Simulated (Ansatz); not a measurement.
```yaml
crystal:
  lattice:
    - [19.00000, 0.00000, 0.00000]
    - [0.00000, 19.00000, 0.00000]
    - [0.00000, 0.00000, 6.45153]
  atoms:
    - { symbol: K, position: [0.71916, 0.50000, 0.00000] }
    - { symbol: Br, position: [0.65905, 0.65905, 0.00000] }
    - { symbol: K, position: [0.50000, 0.71916, 0.00000] }
    - { symbol: Br, position: [0.34095, 0.65905, 0.00000] }
    - { symbol: K, position: [0.28084, 0.50000, 0.00000] }
    - { symbol: Br, position: [0.34095, 0.34095, 0.00000] }
    - { symbol: K, position: [0.50000, 0.28084, 0.00000] }
    - { symbol: Br, position: [0.65905, 0.34095, 0.00000] }
    - { symbol: Br, position: [0.72491, 0.50000, 0.50000] }
    - { symbol: K, position: [0.65499, 0.65499, 0.50000] }
    - { symbol: Br, position: [0.50000, 0.72491, 0.50000] }
    - { symbol: K, position: [0.34501, 0.65499, 0.50000] }
    - { symbol: Br, position: [0.27509, 0.50000, 0.50000] }
    - { symbol: K, position: [0.34501, 0.34501, 0.50000] }
    - { symbol: Br, position: [0.50000, 0.27509, 0.50000] }
    - { symbol: K, position: [0.65499, 0.34501, 0.50000] }
```

These are PBE (plane waves to 420 eV, PAW; Ansatz, a program for electronic structure) values and carry that method's errors. Mesh 1×1×6. No spin polarisation. Isolated but for its images some 11 Å away. A hypothetical model. Only distortions within the start's symmetry and period were free. Values not marked SOC lack spin–orbit coupling.

Task: Tabulate the two highest filled and two lowest empty levels along the axis, from the valence top.

Result: 
```
k (2π/c)  v2 (eV)  v1 (eV)  c1 (eV)  c2 (eV)
--------  -------  -------  -------  -------
0.000        0.00     0.00     4.34     4.89
0.042       -0.01     0.00     4.35     4.89
0.083       -0.03    -0.01     4.38     4.92
0.125       -0.04    -0.02     4.43     4.97
0.167       -0.05    -0.04     4.49        –
0.208       -0.06    -0.06     4.58        –
0.250       -0.08    -0.07     4.67        –
0.292       -0.09    -0.07     4.78        –
0.333       -0.10    -0.09     4.90        –
0.375       -0.11    -0.10        –        –
0.417       -0.12    -0.11        –        –
0.458       -0.13    -0.12        –        –
0.500       -0.13    -0.13        –        –
```
A dash stands for levels within 1 eV of the vacuum level or above it.
